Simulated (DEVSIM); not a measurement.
System: Ni/Al2O3/p-Ge capacitor, at 250 K.

Layer 1 from the left is Al2O3, thickness (nm) 11.0. Layer 2 from the left is Ge, thickness (nm) 18000, Na (cm⁻³) 1.1e15.

Metal gate on the left, work function 5.1 eV. Fixed charge at the semiconductor interface 0 cm⁻² (in units of +e); no interface traps.

Constants are typed, rounded textbook-type inputs, not results; the design itself was drawn at random and stands for no fabricated device. Values at 300 K; Nc and Nv go as T^1.5, mobilities as T to minus their exponent, the gap by Varshni's rule with the affinity fixed.

Al2O3: gap (eV) 6.8, affinity (eV) 1.35, permittivity 9. Ge: gap (eV) 0.664, affinity (eV) 4, permittivity 16, Nc (cm⁻³) 1.04e19, Nv (cm⁻³) 6e18, Varshni α (eV/K) 0.000477, Varshni β (K) 235.

Question: Estimate by hand the flat-band voltage, the threshold voltage, and compare with a numerical solution.

Answer: 
- Flat-band voltage: C = 0.724 μF/cm², work-function difference 0.597 V; VFB = φms − qNf/C = 0.60 V; numerical 0.60 V.
- Threshold voltage: φF = 0.156 V, depletion charge √(4εqNφF) = 1.25e-8 C/cm²; VT = VFB + 2φF + Qd/C = 0.93 V; numerical 0.93 V.

DEVSIM, 1D Poisson equation in equilibrium, Boltzmann statistics, complete ionisation; no quantum confinement or tunnelling. Metal contacts follow the ideal Schottky-Mott rule: no Fermi-level pinning, no interface dipoles.
